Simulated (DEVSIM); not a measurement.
Device: abrupt Si p-n junction, at 300 K.

```
layer (left to right)  material  thickness (μm)  Nd (cm⁻³)  Na (cm⁻³)  τn (s)  τp (s)
---------------------  --------  --------------  ---------  ---------  ------  ------
1                            Si           0.350          -     1.6e17  5.2e-7  5.2e-7
2                            Si           0.160     1.3e16          -  5.2e-7  5.2e-7
```

Left contact: ohmic. Right contact: ohmic. Voltage is applied to the left contact. Recombination: SRH at mid-gap, Auger. Mobility is constant in doping.

This is a model device: material constants are rounded textbook-type values typed into the input, and sizes, dopings and lifetimes were drawn at random. Values at 300 K.

```csv
parameter,Si
gap (eV),1.124
affinity (eV),4.05
permittivity,11.7
Nc (cm⁻³),2.86e19
Nv (cm⁻³),3.1e19
μn (cm²/Vs),1417
μp (cm²/Vs),470
Cn (cm⁶/s),2.8e-31
Cp (cm⁶/s),9.9e-32
```

Simulated with DEVSIM: 1D drift-diffusion, Boltzmann statistics, complete ionisation; no tunnelling, impact ionisation, image-force lowering or self-heating.

### Question
Give the dark forward current.

### Answer

```tsv
V (V)	J (A/cm²)
0.05	1.1e-7
0.10	8.0e-7
0.15	5.0e-6
0.20	3.1e-5
0.25	0.00019
0.30	0.0011
0.35	0.0066
0.45	0.22
0.50	1.2
0.55	6.6
0.60	35
0.65	180
0.70	790
0.75	2900
```
